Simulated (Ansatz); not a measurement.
The structure below was relaxed with PBEsol (Ansatz, a first-principles code; PAW; 420 eV plane waves; without spin-orbit coupling), earlier PAW set.

```
GaSi2
1.0
    0.00000     2.99574     2.99574
    2.99574     0.00000     2.99574
    2.99574     2.99574     0.00000
Ga Si
1 2
Direct
  0.00000   0.00000   0.00000
  0.25000   0.25000   0.25000
  0.75000   0.75000   0.75000
```

**Question.** Find the space group and the Wyckoff positions.

**Answer.** Space group Fm-3m (No. 225); a = b = c = 5.9915 Å, α = β = γ = 90.00°

```
atom  site  symmetry       x       y       z
----  ----  --------  ------  ------  ------
Ga      4a      m-3m  0.0000  0.0000  0.0000
Si      8c      -43m  0.2500  0.2500  0.2500
```

**Question.** Describe the coordination.

**Answer.** The crystal has 12 atoms in its conventional cell. Cell: a = 5.991 Å, b = 5.991 Å, c = 5.991 Å, α = 90.00°, β = 90.00°, γ = 90.00°. Ga is coordinated by 8 Si at 2.594 Å (cubic). Si is surrounded by 4 Ga at 2.594 Å and 6 Si at 2.996 Å. (Neighbours: up to the widest gap in distance over summed covalent radii, below 1.35, at either atom; cation-cation and far metal-metal contacts left out.)

Stability against distortions was not tested. All final runs are without spin polarisation. An odd electron count without spin: GaSi2. The cell was made from CoSi2 by this change: Co → Ga; the result is a hypothetical phase, not in the database extracts checked.
